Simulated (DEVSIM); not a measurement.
System: illuminated Si p-on-n cell, one wavelength, with a back-surface field, at 400 K.

| layer (left to right) | material | thickness (μm) | Nd (cm⁻³) | Na (cm⁻³) | τn (s) | τp (s) | absorption coefficient (cm⁻¹) |
|---|---|---|---|---|---|---|---|
| 1 | Si | 0.250 | - | 3.7e18 | 1.3e-7 | 4.8e-8 | 1700 |
| 2 | Si | 45.0 | 2.2e17 | - | 2.2e-6 | 2.2e-6 | 1700 |
| 3 | Si | 0.330 | 6.7e18 | - | 2.2e-6 | 2.2e-6 | 1700 |

Left contact: ohmic, minority electron recombination velocity 20 cm/s. Right contact: ohmic, minority hole recombination velocity 60 cm/s. Voltage is applied to the left contact. Recombination: SRH at mid-gap, radiative, Auger. Gap narrowing is on: ΔEg = 6.92 meV × (l + √(l² + 0.5)), l = ln(N/1.3e17 cm⁻³), shared equally by both band edges. Light enters at the left, 2.5e16 photons cm⁻² s⁻¹, one pass, no reflection. Mobility is μmin + (μ − μmin)/(1 + (N/Nref)^α).

This is a model device: material constants are rounded textbook-type values typed into the input, and sizes, dopings and lifetimes were drawn at random. Values at 300 K; Nc and Nv go as T^1.5, mobilities as T to minus their exponent, the gap by Varshni's rule with the affinity fixed.

| parameter | Si |
|---|---|
| gap (eV) | 1.124 |
| affinity (eV) | 4.05 |
| permittivity | 11.7 |
| Nc (cm⁻³) | 2.86e19 |
| Nv (cm⁻³) | 3.1e19 |
| μn (cm²/Vs) | 1417 |
| μp (cm²/Vs) | 470 |
| μn,min | 52 |
| μp,min | 45 |
| Nref,n | 9.7e16 |
| Nref,p | 2.2e17 |
| αn | 0.68 |
| αp | 0.72 |
| T exponent of μn | 2.3 |
| T exponent of μp | 2.2 |
| B (cm³/s) | 4.7e-15 |
| Cn (cm⁶/s) | 2.8e-31 |
| Cp (cm⁶/s) | 9.9e-32 |
| Varshni α (eV/K) | 0.000473 |
| Varshni β (K) | 636 |

DEVSIM, 1D drift-diffusion, Boltzmann statistics, complete ionisation; no tunnelling, impact ionisation, image-force lowering or self-heating.

The photon flux was swept, all else fixed.

| photon flux (cm^-2 s^-1) | largest power (mW/cm²) | fill factor | open-circuit voltage (V) | short-circuit current (mA/cm²) |
|---|---|---|---|---|
| 7.5e14 | 0.0174 | 0.63 | 0.265 | 0.105 |
| 2.5e15 | 0.0716 | 0.66 | 0.308 | 0.351 |
| 7.5e15 | 0.251 | 0.69 | 0.346 | 1.05 |
| 2.5e16 | 0.970 | 0.71 | 0.388 | 3.51 |
| 7.5e16 | 3.28 | 0.73 | 0.426 | 10.5 |
| 2.5e17 | 12.3 | 0.75 | 0.468 | 35.1 |
| 7.5e17 | 40.6 | 0.76 | 0.506 | 105 |

From the first row to the last the largest power goes from 0.0174 to 40.6. From the first row to the last the fill factor goes from 0.63 to 0.76.
